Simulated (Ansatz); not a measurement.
How the band gap of In₂Se₃ (P6₁, No. 169, 30 atoms in the cell; start mp-612740) moves with the method

No measured value is used here.

| level (code) | value (eV) |
|---|---|
| LDA (Ansatz) | 0.87 |
| PBEsol (Ansatz) | … |
| r²SCAN (Ansatz) | 1.53 |
| HSE06 (Ansatz) | 1.94 |

Some entries are withheld; supply them.


- PBEsol (Ansatz, a first-principles code), value (eV): 0.99

Computed values are for a static lattice. Spin–orbit coupling is included only where a level's name says +SOC; with heavier elements it mostly lowers gaps and can invert bands.  HSE06: the gap is read on the k mesh or supercell of the run alone and can be too large. Values are at the PBEsol cell. Cutoffs and k meshes differ between the levels. Ansatz's density-functional and Hartree–Fock values are scalar-relativistic unless marked +SOC, with PAW data made under PBE.

A start named mp-… is a Materials Project structure, which need not be a measured phase.
